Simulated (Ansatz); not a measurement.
**NiAs-type NiSb: properties by level of theory**

Reference values: lattice constant a 3.946 Å (measured, temperature not stated, no zero-point or thermal correction; as tabulated in Wikipedia's data pages); lattice parameter c 5.148 Å (measured, temperature not stated, not corrected to a static lattice; as tabulated in Wikipedia's data pages).

```json
[
 {"level (code)": "PBE (Ansatz)", "lattice parameter a (Å)": "3.975", "lattice parameter c (Å)": "5.158", "bulk modulus (GPa)": "112"},
 {"level (code)": "PBE+SOC (Ansatz)", "lattice parameter a (Å)": "3.975", "lattice parameter c (Å)": "5.160", "bulk modulus (GPa)": "111"},
 {"level (code)": "PBEsol+SOC (Ansatz)", "lattice parameter a (Å)": "3.916", "lattice parameter c (Å)": "[?]", "bulk modulus (GPa)": "129"},
 {"level (code)": "r²SCAN (Ansatz)", "lattice parameter a (Å)": "3.931", "lattice parameter c (Å)": "5.120", "bulk modulus (GPa)": "124"},
 {"level (code)": "r²SCAN+SOC (Ansatz)", "lattice parameter a (Å)": "3.931", "lattice parameter c (Å)": "5.122", "bulk modulus (GPa)": "124"}
]
```

Task: Complete the blanks.

Result: 
- PBEsol+SOC (Ansatz, an electronic-structure program), lattice parameter c (Å): 5.071

Differences from the reference values (errors of the level alone only where the reference is corrected to a static lattice):

```
level       lattice constant a (%)  lattice parameter c (%)
----------  ----------------------  -----------------------
PBE                          +0.73                    +0.19
PBE+SOC                      +0.73                    +0.23
PBEsol+SOC                   -0.76                    -1.50
r²SCAN                       -0.38                    -0.54
r²SCAN+SOC                   -0.38                    -0.51
```

Nearest: lattice constant a, not ranked (reference at room or unstated temperature); lattice parameter c, not ranked (reference at room or unstated temperature).

Ansatz's density-functional and Hartree–Fock values are scalar-relativistic unless marked +SOC, with PAW data made under PBE.

The crystal itself was run without spin with PBE, r²SCAN; a magnetic state was not tried in these runs.

Differences are worked out from the printed values.

Computed values are for the static lattice.
